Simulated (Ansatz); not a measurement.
Ansatz (a program for electronic structure) run on BaLi2SiSe4 (I-42m, 8 atoms in the cell): self-consistent single point.

Method: PBE (plane waves, PAW; Ansatz).

```xyz
8
Lattice="-3.1570 3.1570 6.2013 3.1570 -3.1570 6.2013 3.1570 3.1570 -6.2013" Properties=species:S:1:pos:R:3 pbc="T T T"
Li     3.1570     0.0000     3.1006
Li     0.0000     3.1570     3.1006
Ba     0.0000     0.0000     0.0000
Se     1.6101    -1.6101     7.8384
Se     1.5469     1.5469    -1.6371
Se     1.6101     1.6101     4.5641
Se    -1.6101     1.6101     7.8384
Si     0.0000     0.0000     6.2013
```

Reference input (self-consistent single point, DFT, PBE, plane waves, default PAW files): basis.ecutwfc = 420 eV; kpoints.mp_grid.grid = 4 4 4; hamiltonian.xc = pbe; hamiltonian.pseudopotentials = {kind: paw} (the program's default PAW files); scf.occupations.method = fermi_dirac; scf.occupations.width = 0.1 eV. This run's input differs from it in these lines:

Ansatz 0.2 input:
```diff
@@ -15,3 +15,3 @@
 basis:
-  ecutwfc: 420.0
+  ecutwfc: 295.0
 kpoints:
```

The program printed (abridged):

```
SCF iter   1: F=—  HF=-28875.011382 eV  |F-HF|=—  |Δ(HF+E_count)|=         —  Δρ=2.51e-3  dr2=1.56e-2  ethr=1.77e-3  ⟨swp⟩=9.5  Hψ=2808  notcnv=0  defer=9
all-band conjugate gradients solve this SCF's bands
preconditioner: auto → Kerker (q_TF=auto, 2.279 Å⁻¹)
SCF iter   2: F=—  HF=-28875.004364 eV  |F-HF|=—  |Δ(HF+E_count)|=   7.02e-3  Δρ=1.50e-3  dr2=5.99e-3  ethr=1.86e-5  ⟨swp⟩=2.0  Hψ=1314  notcnv=0  defer=10
   [... lines left out ...]
SCF iter   5: F=—  HF=-28875.004936 eV  |F-HF|=—  |Δ(HF+E_count)|=   1.88e-4  Δρ=6.44e-5  dr2=3.01e-5  ethr=2.56e-7  ⟨swp⟩=2.0  Hψ=801  notcnv=0  defer=10
SCF iter   6: F=—  HF=-28875.005010 eV  |F-HF|=—  |Δ(HF+E_count)|=   7.42e-5  Δρ=2.46e-5  dr2=3.55e-6  ethr=3.58e-8  ⟨swp⟩=2.0  Hψ=892  notcnv=0  defer=10
SCF iter   7: F=—  HF=-28875.005015 eV  |F-HF|=—  |Δ(HF+E_count)|=   5.36e-6  Δρ=7.81e-6  dr2=4.73e-7  ethr=4.23e-9  ⟨swp⟩=2.0  Hψ=892  notcnv=0  defer=10
SCF iter   8: F=-28875.005015 eV  HF=-28875.005015 eV  |F-HF|=1.91e-8  |Δ(HF+E_count)|=   2.85e-7  Δρ=2.82e-6  dr2=6.84e-8  ethr=1.19e-10  ⟨swp⟩=10.3  Hψ=2592  notcnv=0
SCF 1 converged in 8 iterations: F = -28875.005015 eV  dr2 = 6.84e-8
Free energy (F): -28875.005015 eV
Internal energy: -28874.948659 eV  (E = F + TS)
E sigma→0 (E₀):  -28874.976837 eV
Entropy (-TS):   -0.056357 eV (-7.045 meV/atom)
Fermi energy:    3.498748 eV
--- Forces (eV/Å), atoms counted from 1 ---
  atom   1  Li     0.00000000     0.00000000     0.00000000
  atom   2  Li     0.00000000    -0.00000000     0.00000000
  atom   3  Ba    -0.00000000    -0.00000000     0.00000000
  atom   4  Se    -2.57870977     2.57870977     0.73646892
  atom   5  Se     2.57870977     2.57870977    -0.73646892
  atom   6  Se    -2.57870977    -2.57870977    -0.73646892
  atom   7  Se     2.57870977    -2.57870977     0.73646892
  atom   8  Si     0.00000000     0.00000000     0.00000000
--- Stress (GPa, compression-positive) ---
        1.095116      -0.000000       0.000000
       -0.000000       1.095116       0.000000
        0.000000       0.000000       0.832513
  P = ⅓ Tr σ = 1.0076 GPa (10.076 kbar)
  The stress holds the Pulay correction. Without it, at fixed plane waves, as pw.x and ABINIT print it: P = -0.2928 GPa
```

The run converged in 8 iterations. Against the reference run the free energy rises by 22.8 meV/atom, the pressure moves little (1.00 to 1.01 GPa) and the largest force stays at 3.720 eV/Å.

The starting cell was generated: these elements placed on a structure prototype, without a prior relaxation; it need not be a known phase or ordering of this composition. Forces in this geometry exceed 1 eV/Å. Ansatz's pressure includes its estimate of the finite-basis (Pulay) stress. Without the estimate this run gives -0.29 GPa. The cutoff lies below the one recommended for these files. A gap is left out here, as mesh or smearing make it unsure.
